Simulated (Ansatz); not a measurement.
For TiOs (Pm-3m), PBEsol, DFPT electron-phonon coupling, linearised Boltzmann equation (Ansatz, a program for electronic structure) gives a transport coupling λ_tr = 0.088 and a Drude plasma energy ħω_p = 4.62 eV.

Question: Estimate the resistivity at 300 K from the high-temperature formula ρ = 2π λ_tr k_B T / (ħ ε₀ ω_p²), and say how the full Boltzmann solution compares.

Answer: The scattering rate is 1/τ = 2π λ_tr k_B T/ħ = 2.17e13 s⁻¹ and ω_p = 7.02e15 s⁻¹, so ρ ≈ 4.98 μΩ·cm. The Boltzmann solution gives 3.92 μΩ·cm, 0.79 times the estimate; it lies lower because k_BT is not large against the phonon energies and the solution lets the distribution adjust.

A metal at this level (no band gap). Only scattering by harmonic phonons is included (no impurities, grain boundaries, electron-electron scattering or thermal expansion). Spin-orbit coupling is left out, which matters with elements this heavy. Halving the electron mesh (28x28x28) moves the resistivity by up to 11 % at 300 K, the coupling by up to 3 %. Smearing 0.20 eV; phonons on a 5x5x5 q mesh, which this run doesn't test.

Formula and space group known from diffraction (Crystallography Open Database), not checked to be the room-temperature form: TiOs (Pm-3m).
